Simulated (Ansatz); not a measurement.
Terminations of the (111) surface of fcc Ir, measured from the surface 'clean 1x1'. Atoms come from or go to: Ag: fcc Ag, Au: fcc Au, C: graphite, Ir: fcc Ir, Mg: hcp Mg, Os: hcp Os, Pb: fcc Pb, Pd: fcc Pd, Rh: fcc Rh, Sn: beta tin, Zn: hcp Zn. ΔE is the energy of forming the row's surface from that one (negative: more stable at these reservoirs); the vacuum level's shift is aligned on the shared bottom. No zero-point or thermal terms. These are constructed structures in small cells; real faces may alloy, dewet or reconstruct in larger ones, and not all known structures of the face are among them. Slabs of about 11 Å, Fermi-Dirac smearing of 0.1 eV. Bottom of the slabs: a bare face, its two planes held. Relaxed from the named starts with such symmetry as they have, on meshes of like density; energies extrapolated to zero smearing; spin only where a row says so; no spin-orbit coupling, no U. Brackets mark spin-polarised runs, whose order is one that fits the cell. A dash marks a value that is undefined for that row (no clear gap, or no work function of a gapped slab) or was not read reliably on its mesh.

Computed with PBE (plane waves to 420 eV, PAW; Ansatz, an electronic-structure program).

| surface | atoms added per 1x1 | ΔE per 1x1 (eV) | shift of the vacuum level (eV) | work function (eV) |
|---|---|---|---|---|
| p(2x2) layer of Pb, one a cell, on the site that continues the host's stacking | +0.25 Pb | ? | -1.55 | 3.94 |
| a layer of Mg in place of the second plane | -1 Ir, +1 Mg | -0.61 | 0.00 | 5.48 |
| (√3x√3)R30° surface alloy, Sn on one Ir site of the top plane | -0.333 Ir, +0.333 Sn | ? | -1.17 | 4.34 |
| a pseudomorphic layer of Pd in the other hollow | +1 Pd | -0.27 | -0.44 | 5.06 |
| (√3x√3)R30° surface alloy, Ag on one Ir site of the top plane | +0.333 Ag, -0.333 Ir | 0.07 | -0.33 | 5.17 |
| (√3x√3)R30° layer of C, one a cell, on the site that continues the host's stacking | +0.333 C | 0.30 | 0.45 | 5.94 |
| a layer of Zn in place of the second plane | -1 Ir, +1 Zn | -0.43 | 0.14 | 5.63 |
| one row in 2 of the top plane missing | -0.5 Ir | 0.58 | -0.92 | 4.58 |
| a pseudomorphic layer of Os in the other hollow | +1 Os | 0.40 | 0.02 | 5.52 |
| (√3x√3)R30° surface alloy, Pd on one Ir site of the top plane | -0.333 Ir, +0.333 Pd | -0.07 | -0.14 | 5.36 |
| a layer of Rh in place of the third plane | -1 Ir, +1 Rh | -0.04 | -0.01 | 5.47 |
| (√3x√3)R30° surface alloy, Au on one Ir site of the top plane | +0.333 Au, -0.333 Ir | ? | -0.02 | 5.48 |

### Question
Complete the blanks.

### Answer

- p(2x2) layer of Pb, one a cell, on the site that continues the host's stacking, ΔE per 1x1 (eV): -0.34
- (√3x√3)R30° surface alloy, Sn on one Ir site of the top plane, ΔE per 1x1 (eV): -0.41
- (√3x√3)R30° surface alloy, Au on one Ir site of the top plane, ΔE per 1x1 (eV): -0.03
